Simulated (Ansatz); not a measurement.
# SnO in the litharge type structure (space group P4/nmm, No. 129; layered, stacked along the Cartesian z axis)

```
CELL_PARAMETERS angstrom
      3.76899     0.00000     0.00000
      0.00000     3.76899     0.00000
      0.00000     0.00000     4.56019
ATOMIC_POSITIONS crystal
  Sn 0.50000 0.00000 0.25342
  Sn 0.00000 0.50000 0.74658
  O  0.00000 0.00000 0.00000
  O  0.50000 0.50000 0.00000
```

Method: Ansatz (a quantum-chemistry and plane-wave program) PBEsol-D3(BJ), no SOC, earlier PAW set. Γ-centred 12×12×10 mesh, Fermi–Dirac width 0.05 eV.

```yaml
volume_per_atom: 16.19 Å³
density: 6.91 g/cm³
band_gap: zero
total_energy: -3255.621 eV/atom (σ→0; compares only within this code and set-up)
```

Stability against distortions was not tested. All final runs are without spin polarisation. The zero or small gap of SnO can change with the level of theory.
